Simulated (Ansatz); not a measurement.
Structures of equal composition on the (000-1) surface of 4H silicon carbide (C plane on top): (√3x√3)R30° Sn adatom at H3; (√3x√3)R30° Sn adatom at T4. The slabs share one bottom face, and each structure is named by its start. These are constructed structures in small cells; real faces may alloy, dewet or reconstruct in larger ones, and not all known structures of the face are among them. Slabs of about 11 Å, Fermi-Dirac smearing of 0.025 eV. Bottom of the slabs: H caps. Relaxed from the named starts with such symmetry as they have, on meshes of like density; energies extrapolated to zero smearing; spin only where a row says so; no spin-orbit coupling, no U. Brackets mark spin-polarised runs, whose order is one that fits the cell. Where a second, spin-polarised start was run, the lower counts.

Computed with r2SCAN, at the PBE geometry (plane waves to 500 eV, PAW; Ansatz, a first-principles code).

### Question
Order them by energy per 1x1 cell (lowest first) at the level r2SCAN, at the PBE geometry.

### Answer
(√3x√3)R30° Sn adatom at H3 (0.000 eV [spin, 1.0 μB a cell], gap 0.34 eV on the mesh), (√3x√3)R30° Sn adatom at T4 (0.051 eV [spin, 1.0 μB a cell], gap 0.23 eV on the mesh)
